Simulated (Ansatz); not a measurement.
The reference is CdSe in the zinc blende structure (space group F-43m, No. 216).

```xyz
2
Lattice="0.0000 3.0410 3.0410 3.0410 0.0000 3.0410 3.0410 3.0410 0.0000" Properties=species:S:1:pos:R:3 pbc="T T T"
Se     4.5615     4.5615     4.5615
Cd     0.0000     0.0000     0.0000
```

Cartesian axes are those of the cell as printed.

Computed with PBEsol (Ansatz, a program for electronic structure; PAW; 420 eV plane waves; no spin-orbit coupling), earlier PAW set.

Base values:

```
Item                                Result
---------------------  -------------------
Band gap                           0.48 eV
Valence-band top at Γ  0.00, 0.00, 0.00 eV
```

Perturbation: uniaxial strain ε_yy = −0.94 %, all other strain components held at zero; the atoms relax in the strained cell.

Q: Estimate the effect on the band gap.

A: The band gap stays 0.48 eV.

Q: How does this affect the valence-band top at Γ?

A: The valence-band top at Γ (three highest levels, from the VBM) changes from 0.00, 0.00, 0.00 eV to 0.00, -0.03, -0.03 eV.

Q: What happens to the stress?

A: The stress (xx, yy, zz, yz, xz, xy; compression positive) comes out as (0.44, 0.60, 0.44, 0.00, 0.00, 0.00) GPa.

Q: How does this affect the energy relative to the base?

A: The energy grows by 0.5 meV/atom.

Stability against distortions was not tested.
